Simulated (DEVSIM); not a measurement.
System: Si p+/n-/n+ power diode, at 300 K.

Layer 1 from the left is Si, thickness (μm) 0.950, Na (cm⁻³) 1.1e18, τn (s) 0.00041, τp (s) 0.00041. Layer 2 from the left is Si, thickness (μm) 7.90, Nd (cm⁻³) 4.4e15, τn (s) 0.00041, τp (s) 0.00041. Layer 3 from the left is Si, thickness (μm) 1.60, Nd (cm⁻³) 1.1e18, τn (s) 0.00041, τp (s) 0.00041.

Left contact: ohmic. Right contact: ohmic. Voltage is applied to the left contact. Recombination: SRH at mid-gap. Gap narrowing is on: ΔEg = 6.92 meV × (l + √(l² + 0.5)), l = ln(N/1.3e17 cm⁻³), shared equally by both band edges. Mobility is constant in doping.

The device is made up for the run: typed textbook-type constants, with dimensions and the other settings drawn at random. Values at 300 K.

Si: gap (eV) 1.124, affinity (eV) 4.05, permittivity 11.7, Nc (cm⁻³) 2.86e19, Nv (cm⁻³) 3.1e19, μn (cm²/Vs) 1417, μp (cm²/Vs) 470.

Model (solved in DEVSIM): 1D drift-diffusion, Boltzmann statistics, complete ionisation; no tunnelling, impact ionisation, image-force lowering or self-heating.

Task: What does the simulation give for the dark forward voltage at 100 A/cm², the potential step across the device at zero bias, the dark forward voltage at 1 A/cm²?

Result: dark forward voltage at 100 A/cm² 0.762 V; potential step across the device at zero bias 0.923 V; dark forward voltage at 1 A/cm² 0.632 V.
